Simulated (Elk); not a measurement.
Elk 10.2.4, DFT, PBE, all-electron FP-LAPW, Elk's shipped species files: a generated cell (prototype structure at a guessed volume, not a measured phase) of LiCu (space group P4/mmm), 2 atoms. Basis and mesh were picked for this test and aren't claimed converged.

```json
{
 "cell": "2.69, 2.69, 3.52 Å; 90, 90, 90°",
 "task": "ground state",
 "xctype": "20",
 "swidth": "0.004 Hartree",
 "k mesh (ngridk)": "8×8×6",
 "maxscl": "100",
 "rgkmax": "7 (default)",
 "empty states an atom (nempty)": "4 (default)",
 "epspot (Hartree)": "1e-06 (default)",
 "epsengy (Hartree)": "0.0001 (default)",
 "k-points after symmetry": "60",
 "largest_matrix_size": "138",
 "valence_states": "18"
}
```

One run each.

All on 4 threads, 1 BLAS thread. Base settings, kept where nothing else is said: mixtype = 3 (default), mixsdb = 5 (default), broydpm = [0.4, 0.15] (default), tefvit = false (default) (beta0, autolinengy not set). The settings tried:
- mixtype = 1, beta0 = 0.05 (default)
- broydpm = [0.7, 0.15]
- the base settings
- mixtype = 1, beta0 = 0.1
- autolinengy = true
- mixsdb = 8
- mixtype = 0, beta0 = 0.3
- mixsdb = 20
- broydpm = [0.4, 0.01]
- tefvit = true
- mixtype = 1, beta0 = 0.01
- broydpm = [0.2, 0.15]
- broydpm = [0.4, 0.5]
- mixtype = 0, beta0 = 0.1
- mixsdb = 2
- mixsdb = 12
- broydpm = [0.1, 0.15]
- mixsdb = 3
- broydpm = [0.05, 0.15]

**Question.** Which settings need the fewest self-consistent loops, which the most, and do any fail to converge?

**Answer.** Fewest self-consistent loops, with those close behind: broydpm = [0.4, 0.01] (19); mixsdb = 8 (21); the base settings (22); mixsdb = 3 (22). Most among those that reach the base run's result: mixtype = 1, beta0 = 0.01 (53); broydpm = [0.05, 0.15] (51). No convergence: mixtype = 0, beta0 = 0.1 (without self-consistency in 100 loops); mixtype = 0, beta0 = 0.3 (without self-consistency in 100 loops); tefvit = true (without self-consistency in 100 loops). Converged, but to another result than the base run: autolinengy = true (off by energy 8.0 meV/atom; the energy is the lower one).

| setting | self-consistent loops | end |
|---|---|---|
| broydpm = [0.4, 0.01] | 19 | converged |
| mixsdb = 8 | 21 | converged |
| the base settings | 22 | converged |
| mixsdb = 3 | 22 | converged |
| mixsdb = 12 | 23 | converged |
| mixsdb = 20 | 23 | converged |
| broydpm = [0.2, 0.15] | 23 | converged |
| mixsdb = 2 | 24 | converged |
| autolinengy = true | 24 | other result |
| broydpm = [0.4, 0.5] | 27 | converged |
| broydpm = [0.7, 0.15] | 28 | converged |
| mixtype = 1, beta0 = 0.1 | 30 | converged |
| broydpm = [0.1, 0.15] | 30 | converged |
| mixtype = 1, beta0 = 0.05 (default) | 31 | converged |
| broydpm = [0.05, 0.15] | 51 | converged |
| mixtype = 1, beta0 = 0.01 | 53 | converged |
| mixtype = 0, beta0 = 0.1 | 100 | not converged |
| mixtype = 0, beta0 = 0.3 | 100 | not converged |
| tefvit = true | 100 | not converged |

An iteration's cost differs between solvers, so these counts don't give the time.
